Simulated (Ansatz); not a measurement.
LiSiN (model structure, started from the NaSnP type, P6₃mc, No. 186, 6 atoms in the cell)

The numbers are results of LDA (plane waves, PAW; Ansatz, an electronic-structure program), not measurements.

Settings: plane-wave cutoff 520 eV, 12×12×4 k mesh (along the axes of the cell as run), Fermi–Dirac smearing 0.01 eV, scalar-relativistic PAW data made under PBE.

Cell (relaxed with PBEsol):

```yaml
crystal:
  lattice:
    - [2.81583, 0.00000, 0.00000]
    - [-1.40791, 2.43858, 0.00000]
    - [0.00000, 0.00000, 9.22849]
  atoms:
    - { symbol: Li, position: [0.33333, 0.66667, 0.26993] }
    - { symbol: Li, position: [0.66667, 0.33333, 0.76993] }
    - { symbol: Si, position: [0.00000, 0.00000, 0.01455] }
    - { symbol: Si, position: [0.00000, 0.00000, 0.51455] }
    - { symbol: N, position: [0.33333, 0.66667, 0.60633] }
    - { symbol: N, position: [0.66667, 0.33333, 0.10633] }
```

For LiSiN (model structure, started from the NaSnP type, P6₃mc, No. 186, 6 atoms in the cell), the band gap comes out as 1.07 eV (indirect) and the smallest direct gap on the k points sampled is 1.28 eV. The Γ–Γ gap comes out as 5.17 eV.

Note: the relaxation could raise the start's symmetry but not lower it, so the cell can be a saddle point; cell and atoms aren't relaxed at this level (largest force component 0.27 eV/Å, pressure -3.6 GPa).

Static lattice: no zero-point or thermal effects.

A model structure was made by putting elements into a prototype or built by hand; it is no filed structure, need not be a known phase, and can be a saddle point held by its symmetry.
